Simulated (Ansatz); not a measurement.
An input for Ansatz (PBEsol) and the part of its output that reports the quasi-harmonic study. Lengths are of the primitive cell. 

Ansatz 0.2 input:
```yaml
crystal:
  lattice:
    - [0.0, 2.6932963677, 2.6932963677]
    - [2.6932963677, 0.0, 2.6932963677]
    - [2.6932963677, 2.6932963677, 0.0]
  atoms:
    - { symbol: Ni, position: [0.0, 0.0, 0.0] }
    - { symbol: Si, position: [0.25, 0.25, 0.25] }
    - { symbol: Si, position: [0.75, 0.75, 0.75] }
kpoints:
  mp_grid: { grid: [12, 12, 12] }
hamiltonian:
  xc: pbesol
  pseudopotentials: { kind: paw }
scf:
  occupations: { method: methfessel_paxton, width: 0.15 }
phonons:
  method: dfpt
  qmesh: [3, 3, 3]
  temperatures: { t_max: 1000, t_step: 25 }
  thermal_expansion: {}
checkpoint:
  write: run
```

```
--- Thermal expansion: 10 cells in 3 rounds, 0 GPa ---
  no lower state was reached at cell 4; its state was not examined: fill_not_monotonic
  without vibrations: a 3.80960, b 3.80960, c 3.80960 Å, V 39.0952 Å³, B 159.41 GPa
  at 0 K: a 3.81884, b 3.81884, c 3.81884 Å, V 39.3804 Å³, B 156.15 GPa
  zero-point expansion: a +0.243, b +0.243, c +0.243, V +0.730 %
      T/K        a/Å        b/Å        c/Å       V/Å³ | expansion of a, b, c, V (1e-6/K)   | that of V in the mean from 25 °C | C_P, C_V (J/mol K of the cell) | B_T, B_S (GPa)
     0.00    3.81884    3.81884    3.81884    39.3804 |    0.00    0.00    0.00    0.00 |   17.58 |     0.000     0.000 |   156.15   156.15
   100.00    3.81935    3.81935    3.81935    39.3960 |    4.00    4.00    4.00   11.99 |   24.47 |    27.017    26.964 |   155.79   156.09
   200.00    3.82189    3.82189    3.82189    39.4748 |    8.66    8.66    8.66   25.99 |   29.12 |    55.224    54.729 |   154.00   155.39
   298.15    3.82554    3.82554    3.82554    39.5880 |   10.52   10.52   10.52   31.57 |       - |    66.110    65.035 |   151.78   154.29
   375.00    3.82875    3.82875    3.82875    39.6879 |   11.28   11.28   11.28   33.83 |   32.83 |    70.346    68.808 |   149.95   153.31
   475.00    3.83320    3.83320    3.83320    39.8263 |   11.90   11.90   11.90   35.69 |   34.04 |    73.660    71.520 |   147.52   151.94
   575.00    3.83785    3.83785    3.83785    39.9714 |   12.33   12.33   12.33   37.00 |   34.99 |    75.847    73.098 |   145.06   150.51
   675.00    3.84266    3.84266    3.84266    40.1218 |   12.69   12.69   12.69   38.07 |   35.78 |    77.502    74.132 |   142.57   149.05
   775.00    3.84760    3.84760    3.84760    40.2767 |   13.01   13.01   13.01   39.02 |   36.49 |    78.882    74.874 |   140.06   147.55
   875.00    3.85266    3.85266    3.85266    40.4360 |   13.30   13.30   13.30   39.91 |   37.14 |    80.115    75.446 |   137.53   146.04
   975.00    3.85785    3.85785    3.85785    40.5995 |   13.60   13.60   13.60   40.79 |   37.75 |    81.267    75.912 |   134.99   144.51
  1000.00    3.85917    3.85917    3.85917    40.6411 |   13.67   13.67   13.67   41.01 |   37.90 |    81.547    76.017 |   134.35   144.13
  the static fit leaves 0.004 meV an atom of the energies and, of the stresses, 0.007 GPa of each cell's largest along a strain (root mean squares over the cells), whose Pulay part it has at -0.018 GPa
  vibrations' free energy: its fit passes through its cells
  the electrons' free energy at temperature is in it; its fit leaves 0.0047 meV an atom at the most
  free energies summed between the sampled wave vectors
  estimated error of the fitted expansion in any direction: up to 0.023e-6/K, at 1000 K, with few degrees of freedom (an estimate, not a bound: it was exceeded on models of known expansion)
  by sums over the sampled wave vectors an expansion of the volume parts by up to 0.49e-6/K
  by a static energy of one degree less an expansion of the volume parts by up to 0.16e-6/K
```

Warnings of the run: phonon_interpolation_lacks_quadrupole_term, thermal_expansion_settings.

Cost: about 50 core-minutes (a rough figure).

Whether this phase is the stable one at each condition was not tested.

The PAW data sets were generated under PBE and serve the other functionals too.

Ansatz is an electronic-structure program.
